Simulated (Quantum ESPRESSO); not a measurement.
Effort and miss along a sweep of conv_thr: Ba₂ZrO₆ (P4/mmm, 9 atoms in the cell)

Cell: a = 4.2112 Å, b = 4.2112 Å, c = 8.3828 Å, α = 90.00°, β = 90.00°, γ = 90.00°.

Method of the run: LDA (PZ), GBRV 1.5 ultrasoft (LDA) pseudopotentials (plane waves; Quantum ESPRESSO 7.5).

Base settings: ecutwfc = 40 Ry; ecutrho = 320 Ry; occupations = smearing; smearing = fd; degauss = 0.0099958 Ry; potentials = {Ba: ba_lda_v1.uspp.F.UPF, Zr: zr_lda_v1.uspp.F.UPF, O: o_lda_v1.2.uspp.F.UPF}; K_POINTS = automatic 4 4 2 0 0 0; conv_thr = 1e-10 Ry; mixing_beta = 0.3.

Misses are taken against the tightest run, 7.3e-14 Ry, which need not be fully converged itself.

The count of work is k-points × plane waves × bands × iterations; it is no time, and leaves out set-up, grids and terms that scale otherwise. 

The starting cell comes from a database of computed structures (which also holds hypothetical and non-ambient phases and stackings), without a prior relaxation at this level. In the base run, with a pressure of about -10 GPa the cell is away from its equilibrium volume at this level. Without a gap this mesh is coarse (it stands for a supercell whose shortest vector is 17 Å).

The runs (conv_thr): 0.0073 Ry | 0.00073 Ry | 7.3e-05 Ry | 7.3e-06 Ry | 7.3e-07 Ry | 7.3e-08 Ry | 7.3e-10 Ry | 1e-10 Ry | 7.3e-12 Ry | 7.3e-14 Ry.

Problem. Which is the coarsest setting among those run that, with all tighter ones, holds the force on any atom within 0.02 eV/Å of the reference, and what does it save?

Solution. 7.3e-06 Ry, off by 0.0044 eV/Å; its saving against the reference is no more than about a factor of 2 in the count of work.

```
conv_thr    largest difference in the force on any atom (eV/Å)  count of work / reference
----------  --------------------------------------------------  -------------------------
0.0073 Ry                                                0.057                       0.43
0.00073 Ry                                               0.057                       0.43
7.3e-05 Ry                                               0.049                       0.57
7.3e-06 Ry                                               0.004                       0.62
7.3e-07 Ry                                               0.004                       0.62
7.3e-08 Ry                                               0.001                       0.67
7.3e-10 Ry                                               0.000                       0.81
1e-10 Ry                                                 0.000                       0.81
7.3e-12 Ry                                               0.000                       0.90
7.3e-14 Ry                                               0.000                        1.0
```
